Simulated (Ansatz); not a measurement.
Take Al2O3 in the corundum structure (space group R-3c, No. 167; a = 4.809 Å, c = 13.124 Å (hexagonal axes)) as the base. Axes: x lies along a and z along c of the hexagonal cell.

Calculations: DFT with PBE, PAW potentials and a 420 eV plane-wave cutoff in Ansatz (a quantum-chemistry and plane-wave program), no SOC.

Base values:

| Item | Value |
|---|---|
| Pressure | 0.00 GPa |
| Band gap | 5.85 eV |
| Gap character | direct at Γ |
| Electron mass | 0.38 mₑ along c, 0.36 mₑ across (at Γ) |

Perturbation: the cell is compressed by 1.50 % along z with no lateral relaxation, atoms relaxed at fixed cell.

### Question
Predict the new energy relative to the base, pressure, band gap, gap character and electron mass.

### Answer
The energy rises by 2.8 meV/atom; the pressure (mean of the normal stresses, compression positive) goes from zero to 3.46 GPa; the band gap goes up by 0.06 eV, from 5.85 eV to 5.91 eV; the gap character stays direct at Γ; the electron mass becomes 0.40 mₑ along z, 0.37 mₑ across (at Γ) (base: 0.38 mₑ along c, 0.36 mₑ across (at Γ)).

The cells carry an imposed strain or load. Effective masses come from finite differences of ±0.01 Å⁻¹. No phonon test of stability was made.
